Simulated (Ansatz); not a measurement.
## InAs: energy against strain

InAs (zinc blende, F-43m, 27.353 Å³/atom at rest) under an equal strain ε in the (111) plane with the normal axis free, as in a coherent film. LDA in Ansatz, a plane-wave DFT program (PAW, default set), 420 eV, 10×10×10 Γ-centred mesh, Fermi-Dirac smearing 0.05 eV; ions are relaxed within the symmetry of each cell.

Here s stands for strain and y for E less E0.

```
strain (%)  E less E0 (meV/atom)
----------  --------------------
-2.50                          ?
-1.25                       3.35
-0.83                       1.46
-0.42                       0.38
0.00                        0.00
0.42                        0.37
0.83                        1.42
1.25                        3.19
```

Task: Using a parabola, estimate the missing y at s = -2.50 from the other rows, showing the fit.

Result: Least squares gives y = 0.003 - 0.0489·s + 2.0904·s². Residuals (row less fit): 0.020, -0.024, -0.012, -0.003, 0.019, 0.018, -0.018; standard error 0.023 (degrees of freedom: 4). Twice the quadratic coefficient over the volume, 2 × 2.0904 meV × 10⁴ × 0.1602 / 27.353 Å³, is twice the biaxial elastic modulus of this plane = 245 ± 1.7 GPa. At the withheld row, y = 0.003 - 0.0489 × (-2.50) + 2.0904 × (-2.50)² = 13.190 meV/atom. The calculation gives 13.71 meV/atom, 0.520 meV/atom above the prediction (3.8 % of the range of y in the table). The row lies outside the fitted rows, so this is an extrapolation. From the scatter of the fitted rows alone, a prediction at this place has a standard error of 0.088 meV/atom, so the miss is 5.9 times that.

One order more, fitted to all 13 runs of the series, follows each within 0.01, so the miss is the next term of a smooth law. This level leaves no gap over 0.05 eV at strain -2.50, -1.25, -0.83, -0.42, 0.00, 0.42, 0.83, 1.25, where the mesh may be coarse. Rows are the converged runs of the series near zero and its far end; series whose fitted rows scatter by over a few per cent of the range, as at a crossing or softening among them, aren't shown in this form. Most that stay on the fit to the last digits aren't either.
